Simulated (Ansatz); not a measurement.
The cell is built on a prototype and need not be the phase stable at ambient conditions.

By PBEsol, the system below comes out a metal.

A figure of merit of an interconnect metal is its ballistic conductance per area.

Here is the system:

```
CELL_PARAMETERS angstrom
      5.82123     0.00000     0.00000
     -2.91061     5.04133     0.00000
      2.91061     1.68044     4.75301
ATOMIC_POSITIONS crystal
  Sn 0.75000 0.87500 0.37500
  Sn 0.25000 0.87500 0.87500
  Sn 0.25000 0.37500 0.87500
  Sn 0.75000 0.87500 0.87500
  Pt 0.50000 0.25000 0.25000
  Pt 0.00000 0.50000 0.50000
```

Space group of this cell: Fd-3m, cubic Laves (MgCu2 type). The cell was relaxed by PBE-D3(BJ); by PBEsol its mean pressure is -0.8 GPa.

The current flows along the normal of the first two printed cell vectors. No spin-orbit coupling; the value is a mean over 0.1 eV about the Fermi level.

Estimate the ballistic conductance per area that Ansatz (an electronic-structure program) with PBEsol returns for this system.

0.59 × 10¹⁵ S/m² for both spins.
